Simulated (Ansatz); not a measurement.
Worked example: relaxation of cell and atoms of KCaF3 (Pm-3m, 5 atoms in the cell) in Ansatz (a quantum-chemistry and plane-wave program).

Computed with PBEsol, default PAW files made with PBE (plane waves; Ansatz).

The change in words: atoms on their sites; basis.ecutwfc: 420 eV → 840 eV; relax: default → cell and atoms. Reference geometry:
```xyz
5
Lattice="4.4683 0.0000 0.0000 0.0000 4.4683 0.0000 0.0000 0.0000 4.4683" Properties=species:S:1:pos:R:3 pbc="T T T"
K      2.2341     2.2341     2.2841
Ca     0.0000     0.0000     0.0000
F      0.0000     2.2341     0.0000
F      2.2341     0.0000     0.0000
F      0.0000     0.0000     2.2341
```

Reference input (self-consistent single point, DFT, PBEsol, plane waves, default PAW files made with PBE): basis.ecutwfc = 420 eV; kpoints.mp_grid.grid = 6 6 6; hamiltonian.xc = pbesol; hamiltonian.pseudopotentials = {kind: paw} (the program's default PAW files); scf.occupations.method = fixed. This run's input differs from it in these lines:

Ansatz 0.2 input:
```diff
@@ -7,3 +7,3 @@
   atoms:
-    - { symbol: K, position: [0.500000, 0.500000, 0.511190] }
+    - { symbol: K, position: [0.500000, 0.500000, 0.500000] }
     - { symbol: Ca, position: [0.000000, 0.000000, 0.000000] }
@@ -13,3 +13,3 @@
 basis:
-  ecutwfc: 420.0 eV
+  ecutwfc: 840.0 eV
 kpoints:
@@ -21,2 +21,4 @@
   occupations: { method: fixed }
+relax:
+  cell: {}
 output:
```

Output (repeated stretches shortened):

```
   [... SCF lines of the steps left out ...]
relax step   1: F+E_penalty+E_count = -5719.86384818 eV  Δ(F+E_penalty+E_count) = +0.000e0 eV  max|allowed force component| = 1.512e-29 eV/Å  Δτ_max = 0.0000 Å  P = -1.980 GPa  Ω = 89.212 Å³  (6 SCF iters, dr2 threshold 1.00e-7 eV, accepted)
relax step   2: F+E_penalty+E_count = -5719.88594115 eV  Δ(F+E_penalty+E_count) = -2.209e-2 eV  max|allowed force component| = 1.252e-29 eV/Å  Δτ_max = 0.0000 Å  P = -0.541 GPa  Ω = 86.495 Å³  energy of the carried Pulay correction = +3.578e-4 eV  [...]
relax step   3: F+E_penalty+E_count = -5719.88760971 eV  Δ(F+E_penalty+E_count) = -1.669e-3 eV  max|allowed force component| = 1.051e-29 eV/Å  Δτ_max = 0.0000 Å  P = +0.044 GPa  Ω = 85.517 Å³  energy of the carried Pulay correction = +4.912e-4 eV  [...]
relax step   4: F+E_penalty+E_count = -5719.88713630 eV  Δ(F+E_penalty+E_count) = +4.734e-4 eV  max|allowed force component| = 1.411e-29 eV/Å  Δτ_max = 0.0000 Å  P = +0.041 GPa  Ω = 85.517 Å³  stress off target by 4.14e-2 GPa  SCF on the basis [...]
basis re-selected at this cell: Δ(F+E_penalty+E_count) = +4.734e-4 eV, ΔP = -0.002 GPa vs the last step
the relaxation is at rest under the 48 symmetry operations that the run kept from its start: a minimum is not shown …
Free energy (F): -5719.887136 eV
Internal energy: -5719.887136 eV  (E = F + TS)
E sigma→0 (E₀):  -5719.887136 eV
Fermi energy:    1.432291 eV
--- Forces (eV/Å), atoms counted from 1 ---
  atom   1  K      0.00000000    -0.00000000     0.00000000
   [... zero for the other atoms too ...]
--- Stress (GPa, compression-positive) ---
   [... lines left out ...]
  cell:  # Å, volume = 85.5174 Å³
   [... lines left out ...]
  atoms:
    - { symbol: K, position: [0.5, 0.5, 0.5] }
    - { symbol: Ca, position: [-1.4726591171591323e-35, 8.979628763195498e-37, -1.7061294650014604e-36] }
    - { symbol: F, position: [-1.4726591171586422e-35, 0.5, -5.8367586960120735e-37] }
    - { symbol: F, position: [0.5, 8.979628762868897e-37, -5.836758696044735e-37] }
    - { symbol: F, position: [-1.1134739666352402e-35, -4.489814381535693e-37, 0.5] }
```

The run converged. 

Summary of the result:
- Free energy E − TS (on the zero of these files): -5719.8871 eV
- Top of the valence band (on the code's own zero): 1.43 eV
- Gap on the k-point mesh: 6.26 eV
- Pressure: 0.04 GPa
- Final cell: a = b = c = 4.406 Å, α = β = γ = 90.00°
- Final volume per atom: 17.10 Å³
- Relaxation steps: 4

The starting cell comes from a database of computed structures (which also holds hypothetical and non-ambient phases and stackings), without a prior relaxation at this level. Its lattice was rescaled by up to half a per cent. The relaxation keeps the symmetry of its start, so its end need not be a minimum. Ansatz's pressure includes its estimate of the finite-basis (Pulay) stress.
